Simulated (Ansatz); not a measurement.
BiVO4 (I4₁/amd, No. 141, 12 atoms in the cell; start mp-545850; a measured phase of this formula has another space group), treated with PBEsol (Ansatz, a program for electronic structure, PAW).

Input:

Ansatz 0.2 input:
```yaml
crystal:
  lattice:
    - [-3.6520668066, 3.6520668066, 3.2021491178]
    - [3.6520668066, -3.6520668066, 3.2021491178]
    - [3.6520668066, 3.6520668066, -3.2021491178]
  atoms:
    - { symbol: V, position: [0.25, 0.75, 0.5] }
    - { symbol: V, position: [0.5, 0.5, 0.0] }
    - { symbol: Bi, position: [0.0, 0.0, 0.0] }
    - { symbol: Bi, position: [0.75, 0.25, 0.5] }
    - { symbol: O, position: [0.6700340658, 0.4888946871, 0.8188606213] }
    - { symbol: O, position: [0.2388946871, 0.9200340658, 0.3188606213] }
    - { symbol: O, position: [0.6700340658, 0.8511734445, 0.1811393787] }
    - { symbol: O, position: [0.6011734445, 0.9200340658, 0.6811393787] }
    - { symbol: O, position: [0.0799659342, 0.3988265555, 0.3188606213] }
    - { symbol: O, position: [0.5111053129, 0.3299659342, 0.1811393787] }
    - { symbol: O, position: [0.0799659342, 0.7611053129, 0.6811393787] }
    - { symbol: O, position: [0.1488265555, 0.3299659342, 0.8188606213] }
basis:
  ecutwfc: 520
  ecutrho_ratio: 4
  xc_grid: 2
kpoints:
  mp_grid: { grid: [8, 8, 8] }
  band_path:
    path:
      - [0.0, 0.0, 0.0]
      - [0.0, 0.0, 0.1]
      - [0.0, 0.0, 0.2]
      - [0.0, 0.0, 0.3]
      - [0.0, 0.0, 0.4]
      - [0.0, 0.0, 0.5]
      - [-0.1, 0.1, 0.5]
      - [-0.2, 0.2, 0.5]
      - [-0.3, 0.3, 0.5]
      - [-0.4, 0.4, 0.5]
      - [-0.5, 0.5, 0.5]
      - [-0.4375, 0.4375, 0.4375]
      - [-0.375, 0.375, 0.375]
      - [-0.3125, 0.3125, 0.3125]
      - [-0.25, 0.25, 0.25]
      - [-0.1875, 0.1875, 0.1875]
      - [-0.125, 0.125, 0.125]
      - [-0.0625, 0.0625, 0.0625]
      - [0.055275, 0.055275, -0.055275]
      - [0.110549, 0.110549, -0.110549]
      - [0.165824, 0.165824, -0.165824]
      - [0.221098, 0.221098, -0.221098]
      - [0.276373, 0.276373, -0.276373]
      - [0.331647, 0.331647, -0.331647]
      - [0.386922, 0.386922, -0.386922]
      - [0.442197, 0.442197, -0.442197]
      - [-0.442197, 0.557803, 0.442197]
      - [0.0625, 0.0625, 0.4375]
      - [0.125, 0.125, 0.375]
      - [0.1875, 0.1875, 0.3125]
      - [0.25, 0.25, 0.25]
      - [0.166667, 0.333333, 0.166667]
      - [0.083333, 0.416667, 0.083333]
      - [0.0, 0.5, 0.0]
      - [0.0, 0.416667, 0.0]
      - [0.0, 0.333333, 0.0]
      - [0.0, 0.25, 0.0]
      - [0.0, 0.166667, 0.0]
      - [0.0, 0.083333, 0.0]
    npoints: 1
hamiltonian:
  xc: pbesol
  dispersion: none
  pseudopotentials: { azcp: { folder: ./paw }, kind: paw }
scf:
  occupations: { method: fermi_dirac, width: 0.01 }
  convergence: { dr2_threshold: 0.0000000012 }
output:
  forces: true
  stress: true
  eigenvalues: true
  write_bands: true
```

Excerpt of the program's output:

```
Crystal: 12 atoms, lattice volume = 170.836 Å³
Basis set: ecut = 520 eV, 4599 PW (Γ), exchange–correlation on 96×96×96 points (8 copies of the dense FFT grid, shifted against one another)
Bands: 64, of which v1, the nominal top of the filled ones, is band 52 counted from 1 (51 counted from 0)
Symmetry: 16 space group operations
Space group: I41/amd (ITA 141), of the structure as read, at distance tolerance 5.5e-5 Å
k-points: 59 of 512
Initial density: superposition of atomic densities (chi_scale 0.1, normalization cell, long waves kept (reshape's long-wave potential 0.01 eV rms))
Functional: x = pbesol(κ = 0.804, μ = 0.12345679012345678), c = pbesol(β = 0.046)
SCF iter   1: F=—  HF=-34753.430483 eV  |F-HF|=—  |Δ(HF+E_count)|=         —  Δρ=8.52e-2  dr2=2.25e1
SCF iter   2: F=—  HF=-34752.381083 eV  |F-HF|=—  |Δ(HF+E_count)|=    1.05e0  Δρ=8.81e-2  dr2=1.35e1
  ...
SCF iter  11: F=—  HF=-34750.069654 eV  |F-HF|=—  |Δ(HF+E_count)|=   2.70e-8  Δρ=1.11e-6  dr2=2.30e-9
SCF iter  12: F=-34750.069654 eV  HF=-34750.069654 eV  |F-HF|=2.76e-10  |Δ(HF+E_count)|=  9.53e-10  Δρ=5.93e-7  dr2=4.12e-10
SCF 1 converged in 12 iterations: F = -34750.069654 eV  dr2 = 4.12e-10
SCF converged after 12 iterations
Free energy (F): -34750.069654 eV
Internal energy: -34750.069654 eV  (E = F + TS)
E sigma→0 (E₀):  -34750.069654 eV
Fermi energy:    8.010751 eV
--- Forces (eV/Å), atoms counted from 1 ---
  atom   1  V     -0.00000000    -0.00000000    -0.00000000
  atom   2  V      0.00000000     0.00000000     0.00000000
  atom   3  Bi     0.00000000     0.00000000     0.00000000
  atom   4  Bi    -0.00000000    -0.00000000    -0.00000000
  atom   5  O     -0.00020237    -0.00000000    -0.00042554
  atom   6  O      0.00000000    -0.00020237    -0.00042554
  atom   7  O      0.00020237     0.00000000    -0.00042554
  atom   8  O     -0.00000000     0.00020237    -0.00042554
  atom   9  O     -0.00020237     0.00000000     0.00042554
  atom  10  O      0.00000000     0.00020237     0.00042554
  atom  11  O      0.00020237     0.00000000     0.00042554
  atom  12  O      0.00000000    -0.00020237     0.00042554
--- Stress (GPa, compression-positive) ---
       -0.012089       0.000000       0.000000
        0.000000      -0.012089      -0.000000
        0.000000      -0.000000       0.001150
  P = ⅓ Tr σ = -0.0077 GPa (-0.077 kbar)
```

The PAW data were made under PBE.

It cost very roughly 50 core-seconds of CPU time.

A start named mp-… is a Materials Project structure, which need not be a measured phase.
